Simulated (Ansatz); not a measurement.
Input and output of a relaxation of cell and atoms for W (Im-3m, 1 atom in the cell) (Ansatz, a first-principles code).

Method of the run: PBE, PAW files (plane waves; Ansatz).

```yaml
crystal:
  lattice:
    - [-1.58516, 1.58516, 1.58516]
    - [1.58516, -1.58516, 1.58516]
    - [1.58516, 1.58516, -1.58516]
  atoms:
    - { symbol: W, position: [0.00000, 0.00000, 0.00000] }
```

Reference input (self-consistent single point, DFT, PBE, plane waves, PAW files): kpoints.mp_grid.grid = 19 19 19; hamiltonian.xc = pbe; hamiltonian.pseudopotentials = {kind: paw} (the program's default PAW files); scf.occupations.method = fermi_dirac; scf.occupations.width = 0.136 eV. This run's input differs from it in these lines:

```diff
@@ -15,2 +15,4 @@
   occupations: { method: fermi_dirac, width: 0.136 }
+relax:
+  cell: {}
 output:
```

Output (repeated stretches shortened):

```
   [... SCF lines of the steps left out ...]
relax step   1: F+E_penalty+E_count = -10385.93335587 eV  Δ(F+E_penalty+E_count) = +0.000e0 eV  max|allowed force component| = 0.000e0 eV/Å  Δτ_max = 0.0000 Å  P = +3.972 GPa  Ω = 15.932 Å³  (6 SCF iters, dr2 threshold 1.00e-7 eV, accepted)
relax step   2: F+E_penalty+E_count = -10385.91750027 eV  Δ(F+E_penalty+E_count) = +1.586e-2 eV  max|allowed force component| = 0.000e0 eV/Å  Δτ_max = 0.0000 Å  P = -9.766 GPa  Ω = 16.708 Å³  energy of the carried Pulay correction = -4.489e-4 eV  (3 [...]
   [... lines left out ...]
relax step   4: F+E_penalty+E_count = -10385.93574692 eV  Δ(F+E_penalty+E_count) = -1.499e-5 eV  max|allowed force component| = 0.000e0 eV/Å  Δτ_max = 0.0000 Å  P = +0.003 GPa  Ω = 16.137 Å³  energy of the carried Pulay correction = -1.207e-4 eV  (2 [...]
relax step   5: F+E_penalty+E_count = -10385.93586850 eV  Δ(F+E_penalty+E_count) = -1.216e-4 eV  max|allowed force component| = 0.000e0 eV/Å  Δτ_max = 0.0000 Å  P = +0.005 GPa  Ω = 16.137 Å³  stress off target by 4.61e-3 GPa  SCF on the basis [...]
basis re-selected at this cell: Δ(F+E_penalty+E_count) = -1.216e-4 eV, ΔP = +0.001 GPa vs the last step
Stability not checked: this state was not tested for a lower state beside it, because too few of the mixer's solves of this state at the end of the SCF gave a …
Free energy (F): -10385.935868 eV
Internal energy: -10385.907752 eV  (E = F + TS)
E sigma→0 (E₀):  -10385.921810 eV
Entropy (-TS):   -0.028117 eV (-28.117 meV/atom)
Fermi energy:    21.946893 eV
--- Forces (eV/Å), atoms counted from 1 ---
  atom   1  W      0.00000000    -0.00000000    -0.00000000
   [... lines left out ...]
to start a new deck from the relaxed geometry:
  cell:  # Å, volume = 16.1371 Å³
    - [-1.591921755106394, 1.591921755106394, 1.591921755106394]
    - [1.591921755106394, -1.591921755106394, 1.591921755106394]
    - [1.591921755106394, 1.591921755106394, -1.591921755106394]
  atoms:
    - { symbol: W, position: [0.0, 0.0, 0.0] }
```

The run converged. 

Summary of the result:
```
Item                                                                                Value
-----------------------------------------------  ----------------------------------------
Free energy E − TS (on the zero of these files)                            -10385.9359 eV
Fermi level (on the code's own zero)                                             21.95 eV
Pressure                                                                         0.00 GPa
Final cell                                       a = b = c = 2.757 Å, α = β = γ = 109.47°
Final volume per atom                                                            16.14 Å³
Relaxation steps                                                                        5
```

The starting cell comes from a database of computed structures (which also holds hypothetical and non-ambient phases and stackings), without a prior relaxation at this level. Spin polarisation is off. The relaxation keeps the symmetry of its start, so its end need not be a minimum. Ansatz's pressure includes its estimate of the finite-basis (Pulay) stress.

Keys are those of Ansatz 0.2.
